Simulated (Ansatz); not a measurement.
The reference is TiO2 in the rutile structure (space group P4_2/mnm, No. 136; a = 4.6435 Å, c = 2.9637 Å).

Structures relaxed with PBE (Ansatz, an electronic-structure program), without spin-orbit coupling, earlier PAW set.

Base:

Simulated powder pattern, Cu Kα1, λ = 1.54056 Å (kinematic, ideal powder, no thermal factors, no anomalous dispersion; the 10 strongest lines at most, above 2 %, up to 2θ = 90°):

```tsv
2θ (°)	I/Imax (%)	hkl
27.14	100	(110)
35.92	45	(101)
40.99	19	(111)
53.86	59	(211)
55.96	18	(220)
62.64	8.2	(002)
63.28	8.6	(310)
68.31	22	(301)
69.54	10	(112)
88.89	7.9	(222)
```

It is then changed as follows: every lattice vector is shortened by 1.57 %, atoms relaxed at fixed cell.

Task: Predict the new powder pattern.

Result: 
Simulated powder pattern, Cu Kα1, λ = 1.54056 Å (kinematic, ideal powder, no thermal factors, no anomalous dispersion; the 10 strongest lines at most, above 2 %, up to 2θ = 90°):

| 2θ (°) | I/Imax (%) | hkl |
|---|---|---|
| 27.58 | 100 | (110) |
| 36.51 | 46 | (101) |
| 39.40 | 6.7 | (200) |
| 41.67 | 19 | (111) |
| 54.79 | 58 | (211) |
| 56.94 | 18 | (220) |
| 63.75 | 8.1 | (002) |
| 64.41 | 8.7 | (310) |
| 69.55 | 21 | (301) |
| 70.82 | 10 | (112) |

The indices refer to the base's conventional cell; one index is shown for lines that coincide.

The cells carry an imposed strain or load. Stability against distortions was not tested. All final runs are without spin polarisation.
